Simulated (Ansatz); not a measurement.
Cell and atoms of amorphous Ga24O37Mg:

```xyz
62
Lattice="9.1624 0.0000 0.0000 0.0000 9.1624 0.0000 0.0000 0.0000 9.1624" Properties=species:S:1:pos:R:3 pbc="T T T"
Ga     1.4159     8.9250     2.3897
Ga     5.0801     2.3543     8.9201
Ga     0.4983     4.1283     5.8981
Ga     5.0498     6.9847     4.1295
Ga     3.0642     6.3278     1.9473
Ga     7.1520     9.1449     3.8359
Ga     1.7291     7.2487     5.0610
Ga     5.7482     4.3436     2.4694
Ga     3.8271     6.9944     7.2953
Ga     6.8297     6.8402     8.6678
Ga     1.9135     1.4112     5.1291
Ga     7.5275     2.0649     6.7554
Ga     0.7270     8.9057     7.5033
Ga     7.8745     6.7421     5.9516
Ga     7.9993     3.9238     0.9022
Ga     2.5115     4.4884     8.2310
Ga     2.0042     2.9991     1.5420
Ga     4.8074     8.7040     0.5750
Ga     3.3678     4.3381     4.1170
Ga     4.2403     1.2332     3.0623
Ga     5.5264     4.5178     6.4386
Ga     5.0017     0.4647     6.2189
Ga     0.6094     6.7854     0.4497
Ga     8.0264     0.5239     0.7331
O      3.1784     8.2244     1.6906
O      0.2857     2.8334     0.9509
O      6.8102     0.7297     5.5766
O      5.0455     1.2430     1.3251
O      5.1876     5.0502     4.7060
O      3.7674     5.1337     6.9980
O      5.3559     8.8383     3.4101
O      0.8327     4.5334     7.6122
O      0.7499     1.3165     6.6041
O      4.9422     6.0695     2.3496
O      8.1988     5.8167     0.3802
O      6.7692     5.7669     7.0706
O      7.5918     4.4412     2.7108
O      4.5697     3.0960     3.2422
O      0.2749     5.9704     5.0886
O      4.5697     0.5983     8.0336
O      4.8594     7.7397     5.9253
O      8.4242     0.5113     2.5792
O      3.0707     6.4243     4.1369
O      6.7737     8.2948     0.6779
O      7.5084     1.6770     8.5693
O      2.1095     7.7205     6.8588
O      3.7441     1.1546     5.0156
O      1.9818     3.3487     5.0208
O      5.6361     2.8122     7.0759
O      2.3662     4.5806     2.4893
O      0.7989     7.0714     2.3130
O      8.0074     3.4405     5.6703
O      1.2879     8.8945     4.3339
O      2.3023     6.0736     0.1498
O      4.8895     7.0345     8.7923
O      3.2231     3.0981     0.0491
O      7.2206     7.2343     4.2633
O      8.3521     7.8216     7.3461
O      0.5911     8.7613     0.2371
O      6.1091     3.7960     0.6286
O      2.3000     1.4798     2.6322
Mg     8.5130     6.0562     3.2008
```

The numbers are results of PBE, scalar-relativistic without spin-orbit coupling (plane waves to 420 eV, PAW; Ansatz, a quantum-chemistry and plane-wave program), not measurements.

The cell was made by melting and quenching with the CHGNet potential and then relaxed with DFT. O atoms were pushed apart under 1.9 Å during the dynamics, to hinder bonds among them. The hot cell started wider than the set density and was brought back towards it in steps. It is the lowest in DFT energy of 2 quenches. It is a model cell: composition and starting density were chosen by hand, and all elements were melted together. No dispersion term was used. Its density started from a set value of 4.94 and ended at 4.94 g/cm³. The simulated quench (nominally 220 K/ps over its main leg) is rapid and tends to freeze in more defects than a deposited or slowly cooled glass has. One small periodic cell is one sample of the glass; other quenches scatter about these values. The volume was held where the preparation left it, at a PBE pressure of -0.5 GPa (tension). Stress components on the final sampling reach 2.6 GPa.

Cut-offs for bonds: Ga-Ga 2.68 Å, Ga-O 2.60 Å, Ga-Mg 2.94 Å, O-O 1.58 Å, O-Mg 2.48 Å, Mg-Mg 3.19 Å. Two cations that share two anions don't count as bonded, nor two that share one unless they lie closer than Ga-Ga 2.61 Å, Ga-Mg 2.86 Å, Mg-Mg 3.10 Å.

### Question
Give the coordination numbers, mean bond lengths and angles.

### Answer

| Item | Value |
|---|---|
| Mean coordination of Ga by anions | 4.67 (12 with 4, 8 with 5, 4 with 6) |
| Mean coordination of O | 3.14 (3 with 2, 26 with 3, 8 with 4) |
| Mean coordination of Mg by anions | 4.00 (1 with 4) |
| Mean Ga-O bond | 1.965 Å (spread 0.158 Å, 112 counted) |
| Mean O-Mg bond | 2.013 Å (spread 0.068 Å, 4 counted) |
| Bond angle at Ga | mean 106.6°, spread 24.3° |
| Bond angle at O | mean 113.8°, spread 15.4° |
| Bond angle at Mg | mean 107.3°, spread 16.0° |

### Question
List the pairs of like atoms that count as bonded by the rules above.

### Answer
There are none by these rules.

### Question
What Bader charges do the atoms carry, from a run on the zone centre alone?

### Answer
Means (range): Ga +1.86 e (+1.82 to +1.91), O -1.25 e (-1.36 to -1.21), Mg +1.73 e (+1.73 to +1.73).
```csv
atom,charge (e)
Ga1,+1.89
Ga2,+1.91
Ga3,+1.83
Ga4,+1.91
Ga5,+1.88
Ga6,+1.84
Ga7,+1.83
Ga8,+1.85
Ga9,+1.86
Ga10,+1.89
Ga11,+1.87
Ga12,+1.86
Ga13,+1.83
Ga14,+1.83
Ga15,+1.84
Ga16,+1.83
Ga17,+1.85
Ga18,+1.89
Ga19,+1.86
Ga20,+1.91
Ga21,+1.87
Ga22,+1.86
Ga23,+1.82
Ga24,+1.86
O25,-1.25
O26,-1.22
O27,-1.25
O28,-1.25
O29,-1.23
O30,-1.27
O31,-1.24
O32,-1.23
O33,-1.22
O34,-1.23
O35,-1.26
O36,-1.24
O37,-1.34
O38,-1.25
O39,-1.33
O40,-1.26
O41,-1.27
O42,-1.21
O43,-1.26
O44,-1.25
O45,-1.24
O46,-1.26
O47,-1.26
O48,-1.24
O49,-1.24
O50,-1.26
O51,-1.36
O52,-1.21
O53,-1.25
O54,-1.24
O55,-1.22
O56,-1.25
O57,-1.32
O58,-1.26
O59,-1.24
O60,-1.24
O61,-1.24
Mg62,+1.73
```
